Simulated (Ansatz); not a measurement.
Consider interstitial Cu in zinc-blende InP, charge state +1. The step: a direct jump of one Cu atom; the atom moves 3.04 Å along (0.36, -0.36, 0.00) of the unit cell; the moving atom starts with neighbours In at 2.77, 2 In at 2.78; 2 P at 2.39, P at 2.40 Å and ends with 2 In at 2.78, In at 2.79; 2 P at 2.40, P at 2.40 Å. DFT values are from Ansatz (plane-wave PAW, 420 eV unless said) in a cell of 64 host sites, spin-restricted, static, with no finite-size correction. The charge state is imposed; whether it is stable for some Fermi level was not computed. Sites that were not tried may lie lower. For the PBE band: the saddle point's order was not checked, and it lies on a symmetry element of the cell, where a band can be held.

```csv
Level,Forward barrier (eV),Cost of the band or of the saddle's single point
"CHGNet universal potential (has no charge state), its own band",0.35,-
"PBE, one k-point at (0.250, 0.250, 0.250), band relaxed",0.71,very roughly 40 core-minutes
"PBE, a 2×2×2 k-point mesh shifted by half a step, same geometries",0.70,about 6 core-minutes (a rough figure)
"r2SCAN at 500 eV, one k-point at (0.250, 0.250, 0.250), same geometries",0.77,around 4 core-minutes (rough)
```

Ansatz is a quantum-chemistry and plane-wave program.
